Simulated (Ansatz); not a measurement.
The starting structures come from a database of crystals and need not be the phases stable at ambient conditions.

The decay constant κ of evanescent states in the gap governs leakage through a thin film.

Consider the following.

```
CELL_PARAMETERS angstrom
      8.19009     0.00000     0.00000
      4.09504     8.19718     0.00000
      4.09504    -0.68192     2.26380
ATOMIC_POSITIONS crystal
  Sr 0.00000 0.00000 0.00000
  Mg 0.96159 0.37174 0.37174
  Mg 0.03841 0.62826 0.62826
  Sb 0.40883 0.25784 0.25784
  Sb 0.59117 0.74216 0.74216
```

Space group of this cell: P-3m1. The cell is taken as given; by PBEsol its mean pressure is -0.9 GPa.

Transport runs along the normal of the first two printed cell vectors, the (111) plane of the conventional cell.

No gap correction and no spin-orbit coupling; mid-gap values are interpolated between computed energies.

**Question.** Compute, with PBEsol run with Ansatz (a first-principles code), the band gap and the smallest decay constant κ at mid-gap.

**Answer.** Gap 0.93 eV on a 14×14×14 mesh; κ = 0.092 1/Å, at the zone centre.
